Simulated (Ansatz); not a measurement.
Ansatz (an electronic-structure program) run on RbH (Fm-3m, 2 atoms in the cell): self-consistent single point.

Method: LDA (PW92), default PAW files made with PBE (plane waves; Ansatz).

The change in words: lattice scaled by 0.98; kpoints.mp_grid.grid: 7 7 7 → 11 11 11. Reference geometry:
```
RbH
1.0
    0.00000     2.98906     2.98906
    2.98906     0.00000     2.98906
    2.98906     2.98906     0.00000
Rb H
1 1
Direct
  0.50000   0.50000   0.50000
  0.00000   0.00000   0.00000
```

Reference input (self-consistent single point, DFT, LDA (PW92), plane waves, default PAW files made with PBE): basis.ecutwfc = 420 eV; kpoints.mp_grid.grid = 7 7 7; hamiltonian.xc = lda; hamiltonian.pseudopotentials = {kind: paw} (the program's default PAW files); scf.occupations.method = fixed. This run's input differs from it in these lines:

Ansatz 0.2 input:
```diff
@@ -2,5 +2,5 @@
   lattice:
-    - [0.000000, 2.989060, 2.989060]
-    - [2.989060, 0.000000, 2.989060]
-    - [2.989060, 2.989060, 0.000000]
+    - [0.000000, 2.929279, 2.929279]
+    - [2.929279, 0.000000, 2.929279]
+    - [2.929279, 2.929279, 0.000000]
   atoms:
@@ -12,3 +12,3 @@
   mp_grid:
-    grid: [7, 7, 7]
+    grid: [11, 11, 11]
 hamiltonian:
```

Log, with long lists cut:

```
SCF iter   1: F=—  HF=-3186.796514 eV  |F-HF|=—  |Δ(HF+E_count)|=         —  Δρ=9.23e-3  dr2=4.25e-2  ethr=1.77e-3  ⟨swp⟩=5.6  Hψ=3336  notcnv=0  defer=105
all-band conjugate gradients solve this SCF's bands
preconditioner: auto → none
SCF iter   2: F=—  HF=-3186.782425 eV  |F-HF|=—  |Δ(HF+E_count)|=   1.41e-2  Δρ=2.02e-3  dr2=1.44e-3  ethr=4.25e-4  ⟨swp⟩=1.5  Hψ=984  notcnv=0  defer=101
SCF iter   3: F=—  HF=-3186.782046 eV  |F-HF|=—  |Δ(HF+E_count)|=   3.79e-4  Δρ=6.19e-4  dr2=9.65e-5  ethr=1.44e-5  ⟨swp⟩=2.0  Hψ=654  notcnv=0  defer=106
SCF iter   4: F=—  HF=-3186.782033 eV  |F-HF|=—  |Δ(HF+E_count)|=   1.32e-5  Δρ=5.95e-5  dr2=7.43e-7  ethr=9.65e-7  ⟨swp⟩=2.0  Hψ=680  notcnv=0  defer=95
iter 5 did not close the SCF: its close was put off for the readings that it lacked (scf_convergence_deferred on its scf_iter line)
SCF iter   5: F=-3186.782033 eV  HF=-3186.782033 eV  |F-HF|=5.59e-10  |Δ(HF+E_count)|=   2.04e-7  Δρ=6.85e-6  dr2=7.73e-9  ethr=7.43e-9  ⟨swp⟩=2.0  Hψ=727  notcnv=0  defer=95
SCF iter   6: F=-3186.782033 eV  HF=-3186.782033 eV  |F-HF|=5.53e-10  |Δ(HF+E_count)|=  7.43e-10  Δρ=1.33e-6  dr2=8.70e-10  ethr=7.73e-11  ⟨swp⟩=6.3  Hψ=3080  notcnv=0
SCF 1 converged in 6 iterations: F = -3186.782033 eV  dr2 = 8.70e-10
Free energy (F): -3186.782033 eV
Internal energy: -3186.782033 eV  (E = F + TS)
E sigma→0 (E₀):  -3186.782033 eV
Fermi energy:    2.526085 eV
--- Forces (eV/Å), atoms counted from 1 ---
  atom   1  Rb    -0.00000000     0.00000000    -0.00000000
  atom   2  H     -0.00000000     0.00000000     0.00000000
--- Stress (GPa, compression-positive) ---
       -0.510442      -0.000000       0.000000
        0.000000      -0.510442      -0.000000
        0.000000       0.000000      -0.510442
  P = ⅓ Tr σ = -0.5104 GPa (-5.104 kbar)
  The stress holds the Pulay correction. Without it, at fixed plane waves, as pw.x and ABINIT print it: P = -0.5416 GPa
```

The run converged in 6 iterations. Against the reference run the free energy falls by 8.5 meV/atom, the pressure goes from -1.19 to -0.51 GPa and the gap on the mesh goes from 2.844 to 2.623 eV.

The starting cell comes from a database of computed structures (which also holds hypothetical and non-ambient phases and stackings), without a prior relaxation at this level. Its lattice was rescaled by up to half a per cent. For this run, on top of that: lattice scaled by 0.98. Ansatz's pressure includes its estimate of the finite-basis (Pulay) stress. Another mesh or the band path of this cell gives a smaller gap, so this value is not converged in the mesh.
